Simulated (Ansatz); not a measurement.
Levels about the gap of amorphous Si18B8C12N26 (64 atoms in a cell of 831 Å³, 2.20 g/cm³; zone centre alone, so wide bands show as single levels with stretches between that a denser mesh fills), at the geometry that PBE relaxed, where it gives -2.0 GPa on a denser mesh. The participation number counts the atoms over which a state spreads; weights are charges in smoothed Voronoi cells. The levels come from a single point, so bond lengths are those of that geometry. Method of the levels: r2SCAN, scalar-relativistic without spin-orbit coupling (Ansatz, a first-principles code). Sampling: the zone centre alone; Fermi-Dirac width 0.01 eV; collinear spin, started from moments on atoms (the moments died out).

The cell was made by melting and quenching with the CHGNet potential and then relaxed with DFT. N atoms were pushed apart under 1.9 Å during the dynamics, to hinder bonds among them. The hot cell started wider than the set density and was brought back towards it in steps. It is the lowest in DFT energy of 2 quenches. It is a model cell: composition and starting density were chosen by hand, and all elements were melted together. No dispersion term was used. Its density started from a set value of 2.20 and ended at 2.20 g/cm³. The simulated quench (nominally 760 K/ps over its main leg) is rapid and tends to freeze in more defects than a deposited or slowly cooled glass has. A cell of this size samples the disorder only roughly. The volume was held where the preparation left it, at a PBE pressure of -2.0 GPa (tension). Stress components on the final sampling reach 3.9 GPa. On a 2×2×2 Γ-centred mesh force components of up to 0.22 eV/Å stay, since the relaxation ran on the zone centre alone.

```tsv
E - E(highest filled), eV	filling	spin	participation number	largest on	weight N	weight C	weight Si	weight B
-0.46	filled	dn	16.6	N, 2 neighbours	0.48	0.12	0.33	0.07
-0.34	filled	up	20.6	C, 3 neighbours	0.33	0.29	0.29	0.10
-0.34	filled	dn	20.6	C, 3 neighbours	0.33	0.29	0.29	0.10
-0.09	filled	up	26.3	Si, 2 neighbours	0.35	0.20	0.37	0.08
-0.09	filled	dn	26.3	Si, 2 neighbours	0.35	0.20	0.37	0.08
0.00	filled	up	18.5	Si, 3 neighbours	0.35	0.19	0.33	0.13
0.00	filled	dn	18.5	Si, 3 neighbours	0.35	0.19	0.33	0.13
0.87	empty	up	17.1	N, 3 neighbours	0.38	0.27	0.28	0.06
0.87	empty	dn	17.1	N, 3 neighbours	0.38	0.27	0.28	0.06
1.27	empty	up	10.2	C, 3 neighbours	0.33	0.38	0.22	0.06
1.27	empty	dn	10.2	C, 3 neighbours	0.33	0.38	0.22	0.06
1.48	empty	up	24.6	C, 3 neighbours	0.31	0.40	0.19	0.10
1.48	empty	dn	24.6	C, 3 neighbours	0.31	0.40	0.19	0.10
1.77	empty	dn	22.8	C, 3 neighbours	0.33	0.34	0.28	0.05
```

Most localised among these is the empty level at +1.27 eV, on a C atom, which has 3 neighbours (N 1.32 Å, B 1.61 Å, Si 1.88 Å).
